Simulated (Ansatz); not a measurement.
The parent structure is MgTe in the zinc blende structure (space group F-43m, No. 216; a = 6.368 Å). Axes: x, y, z lie along the cube axes.

Computed with LDA in Ansatz (plane waves to 420 eV, PAW, without spin-orbit coupling).

For the base:

| Item | Value |
|---|---|
| Band gap | 2.38 eV |
| Volume per atom | 32.28 Å³ |
| Valence-band top at Γ | 0.00, 0.00, 0.00 eV |
| Electron mass | 0.16 mₑ (at Γ) |

It is then changed as follows: tensile biaxial strain of 2.50 % in the plane normal to [111], as in epitaxy on a mismatched substrate; the out-of-plane cell vector and the atoms relax.

Predict the new band gap.

The band gap decreases by 0.33 eV, from 2.38 eV to 2.05 eV.

What happens to the volume per atom?

The volume per atom grows by 0.91 Å³, from 32.28 Å³ to 33.19 Å³.

Estimate the effect on the valence-band top at Γ.

The valence-band top at Γ (three highest levels, from the VBM) goes from 0.00, 0.00, 0.00 eV to 0.00, -0.26, -0.26 eV.

What happens to the in-plane stress?

The mean in-plane stress (compression positive) comes out as -1.6 GPa.

Estimate the effect on the electron mass.

The electron mass changes from 0.16 mₑ (at Γ) to 0.17 mₑ out of plane, 0.15 mₑ in plane (at Γ).

Spin-orbit coupling, missing from the scalar runs, can matter with Te. Effective masses come from finite differences of ±0.01 Å⁻¹. Stability against distortions was not tested.

Ansatz is a program for electronic structure.
